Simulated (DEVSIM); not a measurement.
Device: abrupt Si p-n junction, at 300 K.

| layer (left to right) | material | thickness (μm) | Nd (cm⁻³) | Na (cm⁻³) | τn (s) | τp (s) |
|---|---|---|---|---|---|---|
| 1 | Si | 4.80 | - | 5.5e17 | 1.9e-5 | 1.9e-5 |
| 2 | Si | 0.820 | 7.7e17 | - | 1.9e-5 | 1.9e-5 |

Left contact: ohmic. Right contact: ohmic. Voltage is applied to the left contact. Recombination: SRH at mid-gap. Mobility is constant in doping.

The device is made up for the run: typed textbook-type constants, with dimensions and the other settings drawn at random. Values at 300 K.

```tsv
parameter	Si
gap (eV)	1.124
affinity (eV)	4.05
permittivity	11.7
Nc (cm⁻³)	2.86e19
Nv (cm⁻³)	3.1e19
μn (cm²/Vs)	1417
μp (cm²/Vs)	470
```

DEVSIM, 1D drift-diffusion, Boltzmann statistics, complete ionisation; no tunnelling, impact ionisation, image-force lowering or self-heating.

Give the dark forward current.


| V (V) | J (A/cm²) |
|---|---|
| 0.15 | 2.3e-9 |
| 0.20 | 1.5e-8 |
| 0.25 | 1.0e-7 |
| 0.30 | 6.9e-7 |
| 0.40 | 3.3e-5 |
| 0.45 | 0.00023 |
| 0.50 | 0.0016 |
| 0.55 | 0.011 |
| 0.60 | 0.075 |
| 0.65 | 0.52 |
| 0.75 | 25 |
| 0.80 | 160 |
| 0.85 | 950 |
| 0.90 | 3900 |
